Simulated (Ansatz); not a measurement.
Reference: LiNbO₃ (R3c), PBEsol, rigid bands (plane waves, PAW, scalar-relativistic; Ansatz, an electronic-structure program); axes and stresses refer to this cell.

```
CELL_PARAMETERS angstrom
      2.56719     1.48217     4.60837
     -2.56719     1.48217     4.60837
      0.00000    -2.96434     4.60837
ATOMIC_POSITIONS crystal
  Li 0.28077 0.28077 0.28077
  Li 0.78077 0.78077 0.78077
  Nb 0.99840 0.99840 0.99840
  Nb 0.49840 0.49840 0.49840
  O  0.10932 0.35999 0.71862
  O  0.71862 0.10932 0.35999
  O  0.35999 0.71862 0.10932
  O  0.21862 0.85999 0.60932
  O  0.85999 0.60932 0.21862
  O  0.60932 0.21862 0.85999
```

- hole mass along x = 3.1 mₑ
- electron mass along z = 1.15 mₑ
- electron conductivity mass = 1.64 mₑ

Task: Change: functional PBE, cell relaxed with it. What happens to hole mass along x, electron mass along z, electron conductivity mass?

Result: hole mass along x decreases to 3.0 mₑ; electron mass along z increases to 1.29 mₑ; electron conductivity mass rises to 1.71 mₑ.

Masses are for dilute carriers at 300 K, harmonic means over directions unless an axis is named. Spin-orbit coupling is left out unless a row names it.
